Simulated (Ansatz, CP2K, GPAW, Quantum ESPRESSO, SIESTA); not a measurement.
# One structure in several programs: CaC₂ (C2/c, 6 atoms in the cell)

Self-consistent single point.

```
CELL_PARAMETERS angstrom
      3.34466    -2.11084     0.00000
      3.34466     2.11084     0.00000
     -2.22920     0.00000     7.14948
ATOMIC_POSITIONS crystal
  Ca 0.17452 0.82548 0.75000
  Ca 0.82548 0.17452 0.25000
  C  0.42071 0.13967 0.56012
  C  0.57929 0.86033 0.43988
  C  0.86033 0.57929 0.93988
  C  0.13967 0.42071 0.06012
```

Shared settings, as Ansatz (a first-principles code) writes them: kpoints.mp_grid.grid = 5 5 3; scf.occupations.method = fixed. Potentials and cutoffs stand in the table.

```json
[
 {"code": "Quantum ESPRESSO", "model": "LDA (PZ), GBRV 1.5 ultrasoft (LDA) pseudopotentials", "pressure (GPa)": "-7.63", "largest force (eV/Å)": "0.955", "gap on the mesh (eV)": "2.183", "cutoff": "40 Ry"},
 {"code": "GPAW", "model": "LDA (Perdew-Wang 92), GPAW PAW datasets LDA (gpaw-data 1.0.1)", "pressure (GPa)": "–", "largest force (eV/Å)": "1.061", "gap on the mesh (eV)": "2.181", "cutoff": "950 eV"},
 {"code": "CP2K", "model": "LDA (Pade form), GPW, DZVP-MOLOPT-SR-GTH basis, GTH-PADE potentials (GTH_POTENTIALS)", "pressure (GPa)": "-8.02", "largest force (eV/Å)": "0.986", "gap on the mesh (eV)": "2.123", "cutoff": "grid 500 Ry"},
 {"code": "Ansatz", "model": "LDA (PW92), PAW files made with PBE", "pressure (GPa)": "-7.88", "largest force (eV/Å)": "1.112", "gap on the mesh (eV)": "2.176", "cutoff": "default"},
 {"code": "SIESTA", "model": "LDA PW92, numerical atomic orbitals DZP, PseudoDojo LDA standard norm-conserving potentials (rewritten from UPF to PSML)", "pressure (GPa)": "-1.40", "largest force (eV/Å)": "0.639", "gap on the mesh (eV)": "3.010", "cutoff": "grid 300 Ry"}
]
```

Size of the force on each atom (eV/Å): Sizes of forces hide their directions.

```json
[
 {"code": "Quantum ESPRESSO", "Ca1": "0.138", "Ca2": "0.138", "C3": "0.955", "C4": "0.955", "C5": "0.955", "C6": "0.955"},
 {"code": "GPAW", "Ca1": "0.121", "Ca2": "0.121", "C3": "1.061", "C4": "1.061", "C5": "1.061", "C6": "1.061"},
 {"code": "CP2K", "Ca1": "0.234", "Ca2": "0.234", "C3": "0.986", "C4": "0.986", "C5": "0.986", "C6": "0.986"},
 {"code": "Ansatz", "Ca1": "0.133", "Ca2": "0.133", "C3": "1.112", "C4": "1.112", "C5": "1.112", "C6": "1.112"},
 {"code": "SIESTA", "Ca1": "0.153", "Ca2": "0.153", "C3": "0.639", "C4": "0.639", "C5": "0.639", "C6": "0.639"}
]
```

A dash marks a value that a program does not give, or that is left out as unsure.

Gaps are read on the mesh.

The spread over the programs that give each value: pressure within 6.62 GPa; largest force within 0.473 eV/Å; gap on the mesh within 0.887 eV.

CP2K and SIESTA use small atom-centred bases, whose incompleteness enters pressures, forces and empty levels differently from a plane-wave cutoff. Ansatz's pressure is given at a fixed set of plane waves, as the other plane-wave codes print theirs; with its correction for the finite basis it is -7.72 GPa. The pressure of GPAW is left out: its cutoff lies under the one at which its stress was checked. The same LDA comes in different parametrisations, which differ slightly. In the pressure, SIESTA (by 6.35) lies more than 1 GPa from the median of the plane-wave programs. In the gap, SIESTA (by 0.828) lies more than 0.12 eV from the median of the plane-wave programs. In the force vectors, Quantum ESPRESSO (by 0.107), CP2K (by 0.101) and SIESTA (by 1.700) lie more than 0.08 eV/Å from the median of the plane-wave programs.

The starting cell comes from a database of computed structures (which also holds hypothetical and non-ambient phases and stackings), without a prior relaxation at this level. Its lattice was rescaled by a random factor within 2.5 % of one.

Keys are those of Ansatz 0.2.
